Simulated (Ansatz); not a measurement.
The starting structures come from a database of crystals and need not be the phases stable at ambient conditions.

Inside the gap of an insulator the Bloch states are evanescent, with a wavenumber k + iκ along the transport direction.

Input:

```xyz
20
Lattice="4.8469 0.0000 0.0000 0.0000 7.0899 0.0000 0.0000 0.0000 5.1350" Properties=species:S:1:pos:R:3 pbc="T T T"
Al     3.6248     2.7679     0.1567
Al     1.2222     4.3220     4.9783
Al     3.6456     0.7771     2.7241
Al     1.2013     6.3129     2.4108
Al     3.6456     6.3129     4.9783
Al     1.2013     0.7771     0.1567
Al     3.6248     4.3220     2.4108
Al     1.2222     2.7679     2.7241
O      4.3282     4.6368     0.5237
O      0.5187     2.4531     4.6113
O      2.9422     5.9981     3.0911
O      1.9047     1.0919     2.0438
O      2.9422     1.0919     4.6113
O      1.9047     5.9981     0.5237
O      4.3282     2.4531     2.0438
O      0.5187     4.6368     3.0911
O      4.6075     0.0000     1.2837
O      0.2394     0.0000     3.8512
O      2.6629     3.5450     3.8512
O      2.1840     3.5450     1.2837
```

Space group of this cell: Pbcn. The cell is strained (lengths along the current scaled by 1.03, ions clamped); by r2SCAN its mean pressure is -13.6 GPa.

Transport runs along the normal of the first two printed cell vectors.

The gap is the functional's own, uncorrected, and κ follows it; spin-orbit coupling is left out. Mid-gap values are interpolated between the computed energies.

Q: State the band gap and the smallest decay constant κ at mid-gap according to r2SCAN run with Ansatz (an electronic-structure program).

A: Gap 5.81 eV on a 6×4×6 mesh; κ = 0.358 1/Å, at the zone centre.
